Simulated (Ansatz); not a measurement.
## W with two functionals, pressure 45 GPa

Base system: W in the bcc (W type) structure (space group Im-3m, No. 229; a = 3.184 Å).

(Cell as relaxed with PBE.)

Levels (all Ansatz, a program for electronic structure, PAW, earlier PAW set): PBE (420 eV, no spin-orbit coupling); r2SCAN (500 eV, no SOC).

Each level relaxes its own structure.

```csv
base,PBE,r2SCAN
volume per atom,16.13 Å³,15.93 Å³
lattice parameter a,3.184 Å,3.170 Å
band gap,zero,zero
```

One thing is altered: cell and atoms relaxed at a pressure of 45 GPa.

```csv
quantity,PBE,r2SCAN
shortest interatomic distance,2.652 Å,2.644 Å
band gap,zero,zero
```

PBE's shortest interatomic distance lies 0.008 Å above r2SCAN's (0.3 %); the two agree on the band gap. Neither level is exact; r2SCAN is the comparison here, not a measurement.

Load acts through the strain it causes; cell and atoms are relaxed under it. Stability against distortions was not tested. Competing high-pressure phases were not computed. The final runs are not spin-polarised.
